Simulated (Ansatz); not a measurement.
# A constructed model of the (111) surface of fcc Pd, (√3x√3)R30°, one Pd adatom (bottom of the slab: a bare face, its two planes held)

Computed with PBE (plane waves to 420 eV, PAW; Ansatz, a quantum-chemistry and plane-wave program).

Set-up: 19 atoms, 13.8 Å thick at the start; mesh 9x9x1; 0.1 eV smearing; dipole correction on; 6 atoms held, the rest relaxed; symmetry of the start imposed; no spin, no spin-orbit, no U. It is one candidate, not shown to be the stable structure of the face.

```json
{
 "work_function_of_the_top_face": "4.15 eV",
 "energy_released_by_relaxation": "0.40 eV",
 "cost": "about 6 core-minutes (a rough figure)"
}
```
